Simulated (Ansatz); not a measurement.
An ideal cubic perovskite cell is held by its symmetry; such compounds can tilt or shift off centre at room temperature.

Input:

```
CELL_PARAMETERS angstrom
      4.00768     0.00000     0.00000
      0.00000     5.66772     0.00000
      0.00000     2.83386     2.83386
ATOMIC_POSITIONS crystal
  Ba 0.50000 0.50000 0.00000
  Ti 0.00000 0.00000 0.00000
  O  0.00000 0.50000 0.50000
  O  0.00000 0.00000 0.50000
  O  0.50000 0.00000 0.00000
```

Space group of this cell: Pm-3m, cubic perovskite. The cell is taken as given; by r2SCAN its mean pressure is -1.8 GPa.

The current runs along the normal of the first two printed vectors, the (110) plane. All runs by Ansatz (a program for electronic structure), plane waves and PAW, without spin-orbit coupling; the base is r2SCAN.

```csv
run,mean pressure (GPa),gap (eV),mid-gap κ (1/Å)
base,-1.8,2.15,0.243
all lengths scaled by 0.98,10.2,(withheld),(withheld)
all lengths scaled by 1.02,-10.8,(withheld),(withheld)
lda in place of r2scan,-9.6,1.72,0.212
"lengths across the current scaled by 0.98, ions clamped",5.9,2.19,0.248
"lengths across the current scaled by 1.02, ions clamped",-8.0,1.99,0.238
"lengths along the current scaled by 0.97, ions clamped",3.9,2.12,0.237
"lengths along the current scaled by 1.03, ions clamped",-6.5,1.99,0.245
pbesol in place of r2scan,-4.8,(withheld),(withheld)
```

Problem. Complete the blanks.

Solution. 
- all lengths scaled by 0.98, gap (eV): 2.30
- all lengths scaled by 0.98, mid-gap κ (1/Å): 0.246
- all lengths scaled by 1.02, gap (eV): 2.00
- all lengths scaled by 1.02, mid-gap κ (1/Å): 0.240
- pbesol in place of r2scan, gap (eV): 1.76
- pbesol in place of r2scan, mid-gap κ (1/Å): 0.215
